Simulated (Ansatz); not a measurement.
# LaRu₂ (Fd-3m, No. 227)

Level of theory: r²SCAN (Ansatz, a program for electronic structure, PAW).

Settings: plane-wave cutoff 500 eV, 12×12×12 k mesh, Fermi–Dirac smearing 0.1 eV, no spin polarisation, scalar-relativistic PAW data made under PBE.

Cell: relaxed at this level.

```
Quantity                                Value
------------------------------  -------------
equilibrium volume per atom     18.86 Å³/atom
equilibrium lattice constant a        7.678 Å
band gap                        zero (no gap)
```

Note: the relaxation could not lower the start's symmetry, so the cell can be a saddle point above a distorted one.

Spin–orbit coupling is not included.

Computed values are for the static lattice.
